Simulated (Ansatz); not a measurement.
Start from Os in the hcp (Mg type) structure (space group P6_3/mmc, No. 194; a = 2.754 Å, c = 4.347 Å; relaxed with 0.1 eV smearing). Axes: x lies along a and z along c of the hexagonal cell.

Level of theory: PBE in Ansatz (plane waves to 420 eV, PAW, without spin-orbit coupling).

Before the change:

* **Shortest interatomic distance**: 2.693 Å
* **Band gap**: zero

Perturbation: the cell is stretched by 2.50 % along x with no lateral relaxation; the atoms relax in the strained cell.

Problem. What happens to the stress, energy relative to the base, shortest interatomic distance and band gap?

Solution. The stress (xx, yy, zz, yz, xz, xy; compression positive) is (-16.1, -5.1, -5.2, 0.0, 0.0, 0.0) GPa; the energy grows by 19 meV/atom; the shortest interatomic distance increases by 0.003 Å, from 2.693 Å to 2.696 Å; the band gap remains zero.

Stability against distortions was not tested. The final runs are not spin-polarised.

Ansatz is a program for electronic structure.
